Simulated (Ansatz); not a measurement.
A user runs Ansatz (an electronic-structure program) on ZnBr2 (R3m, 3 atoms in the cell) and asks whether the run is sound. The aim is a self-consistent single point with DFT, PBE, plane waves, default PAW files.

Cell that was meant: a = 6.5141 Å, b = 6.5141 Å, c = 6.5141 Å, α = 28.66°, β = 28.66°, γ = 28.66°.

Part of the input:

Ansatz 0.2 input:
```yaml
    - { symbol: Br, position: [0.752300, 0.752300, 0.752300] }
    - { symbol: Br, position: [0.581000, 0.581000, 0.581000] }
basis:
  ecutwfc: 30
kpoints:
  mp_grid: { grid: [6, 6, 6] }
hamiltonian:
```

Log, with long lists cut:

```
   [... lines left out ...]
Symmetry: 6 space group operations
Space group: R3m (ITA 160), of the structure as read, at distance tolerance 3.8e-5 Å
k-points: 32 of 216 (time reversal used)
Initial density: superposition of atomic densities (neutral atoms: chi_scale 0, normalization atom), corrected by the library's trained network
Initial wavefunctions: pseudopotential atomic-orbital guess
Eigensolver: davidson
Functional: x = pbe(κ = 0.804, μ = 0.2195149727645171), c = pbe(β = 0.06672455060314922)
SCF iter   1: F=—  HF=-8607.269806 eV  |F-HF|=—  |Δ(HF+E_count)|=         —  Δρ=1.20e0  dr2=8.71e2  ethr=1.77e-3  ⟨swp⟩=1.0  Hψ=688  notcnv=0
all-band conjugate gradients solve this SCF's bands
preconditioner: auto → LDOS
SCF iter   2: F=—  HF=-8101.456963 eV  |F-HF|=—  |Δ(HF+E_count)|=    5.06e2  Δρ=1.72e-1  dr2=3.07e1  ethr=1.77e-3  ⟨swp⟩=1.2  Hψ=833  notcnv=0
   [... lines left out ...]
SCF iter  10: F=—  HF=-8070.662594 eV  |F-HF|=—  |Δ(HF+E_count)|=   2.04e-4  Δρ=1.17e-4  dr2=2.09e-5  ethr=1.83e-7  ⟨swp⟩=2.5  Hψ=840  notcnv=0  defer=1
SCF iter  11: F=—  HF=-8070.662587 eV  |F-HF|=—  |Δ(HF+E_count)|=   7.01e-6  Δρ=1.26e-5  dr2=2.54e-7  ethr=8.02e-8  ⟨swp⟩=1.7  Hψ=593  notcnv=0  defer=1
SCF iter  12: F=-8070.662587 eV  HF=-8070.662587 eV  |F-HF|=8.09e-9  |Δ(HF+E_count)|=   8.03e-8  Δρ=2.61e-6  dr2=1.09e-8  ethr=3.85e-10  ⟨swp⟩=3.5  Hψ=1706  notcnv=0
SCF 1 converged in 12 iterations: F = -8070.662587 eV  dr2 = 1.09e-8
the forces of this run sum to 4.370e-2 eV/Å along one axis, over √3 times 1.000e-2 eV/Å (the walk's relax.f_tol, or that key's default on a run that moves no …
Free energy (F): -8070.662587 eV
Internal energy: -8070.656657 eV  (E = F + TS)
E sigma→0 (E₀):  -8070.659622 eV
Entropy (-TS):   -0.005930 eV (-1.977 meV/atom)
Fermi energy:    22.452613 eV
--- Forces (eV/Å), atoms counted from 1 ---
  atom   1  Zn     0.00000000     0.00000004    -0.80025588
  atom   2  Br     0.00000000    -0.00000200    37.48475929
  atom   3  Br     0.00000000     0.00000196   -36.64080406
--- Stress (GPa, compression-positive) ---
     -847.485657      -0.000000       0.000000
       -0.000000    -847.485657      -0.000009
        0.000000      -0.000009    -670.653963
  P = ⅓ Tr σ = -788.5418 GPa (-7885.418 kbar)
  The stress holds no Pulay correction (an occupied level lies too near the plane-wave cutoff): it is that at fixed plane waves, as pw.x and ABINIT print it
```

Task: Is anything amiss in this input, and did it matter?

Result: The run is not sound. The fault is this: a cutoff meant in Ry typed as a bare number, read as eV. A bare number is read in the key's own unit, and eV, Ry (13.6 eV) and Ha (27.2 eV) lie far apart, so the setting ends up far from the one that was meant. To fix it, convert the value to the unit that the key expects. The run converged in 12 iterations without an error; against the sound input the free energy goes up by 272 eV/atom, the pressure goes from 27.12 to -788.5 GPa, the largest force goes from 1.353 to 37.48 eV/Å and no clean gap remains on the mesh (levels overlap or are partly filled), against 1.76 eV before.

An input that runs soundly differs in these lines (not the only fix; some lines may just follow from the change or write a value another way):
```diff
-  ecutwfc: 30
+  ecutwfc: 420.0 eV
```

With that input, the run converged in 6 iterations: free energy E − TS (on the zero of these files) -8885.8730 eV; top of the valence band (on the code's own zero) 8.65 eV; gap on the k-point mesh 1.76 eV; pressure 27.12 GPa; largest force (vector length) 1.353 eV/Å (DFT, PBE, plane waves, default PAW files).

On the sound input: the starting cell was generated: these elements placed on a structure prototype, without a prior relaxation; it need not be a known phase or ordering of this composition. Its lattice was rescaled by a random factor within 2.5 % of one. With a pressure of about 27 GPa the cell is away from its equilibrium volume at this level. Forces in this geometry exceed 1 eV/Å. Ansatz's pressure includes its estimate of the finite-basis (Pulay) stress.
